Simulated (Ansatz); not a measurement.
These are PBE (plane waves to 420 eV, PAW; Ansatz, a first-principles code) values and carry that method's errors.

Electrostatic potential energy of an electron, averaged over planes parallel to the surface, in eV from the Fermi level, for a constructed model of the (100) surface of fcc Ir, a pseudomorphic layer of Mg in the host's stacking (bottom of the slab: a bare face, its two planes held):

(z (Å), V (eV)): (3.79, 5.55); (4.08, 5.54); (4.38, 5.54); (4.67, 5.54); (4.96, 5.53); (5.25, 5.51); (5.54, 5.47); (5.83, 5.38); (6.12, 5.18); (6.42, 4.73); (6.71, 3.73); (7.00, 1.48); (7.29, -4.17); (7.58, -12.59); (7.88, -18.72); (8.17, -19.54); (8.46, -14.88); (8.75, -7.67); (9.04, -4.18); (9.33, -8.97); (9.62, -16.30); (9.92, -20.38); (10.21, -19.02); (10.50, -12.96); (10.79, -6.12); (11.08, -5.60); (11.38, -12.08); (11.67, -18.49); (11.96, -20.48); (12.25, -16.97); (12.54, -9.87); (12.83, -4.48); (13.12, -7.02); (13.42, -14.28); (13.71, -19.65); (14.00, -19.95); (14.29, -15.01); (14.58, -7.76); (14.88, -4.63); (15.17, -9.69); (15.46, -16.84); (15.75, -20.53); (16.04, -18.81); (16.33, -12.60); (16.62, -6.11); (16.92, -6.66); (17.21, -13.34); (17.50, -19.03); (17.79, -19.90); (18.08, -15.33); (18.38, -7.81); (18.67, -2.67); (18.96, -3.08); (19.25, -8.16); (19.54, -13.55); (19.83, -13.00); (20.12, -7.34); (20.42, -2.52); (20.71, 0.04); (21.00, 1.69); (21.29, 2.70); (21.58, 3.28); (21.88, 3.61); (22.17, 3.80); (22.46, 3.90); (22.75, 3.95); (23.04, 3.98); (23.33, 3.99); (23.62, 4.00); (23.92, 4.00)

Slab: 7 atoms, 11.9 Å thick at the start; k 14x14x1, smearing 0.1 eV, dipole-corrected; 2 atoms held, the rest relaxed; held to the start's symmetry, so lower structures may exist; no spin, no spin-orbit, no U. It is one candidate, not shown to be the stable structure of the face.

Q: The surface cell has an area of 7.49 Å². What dipole along the normal does the step between the two vacuum levels imply?

A: the top vacuum level lies 1.54 eV below the bottom one; p = −ε₀ A ΔV (ε₀ = 0.005526 e/(V·Å)) gives 0.06 e·Å a cell.
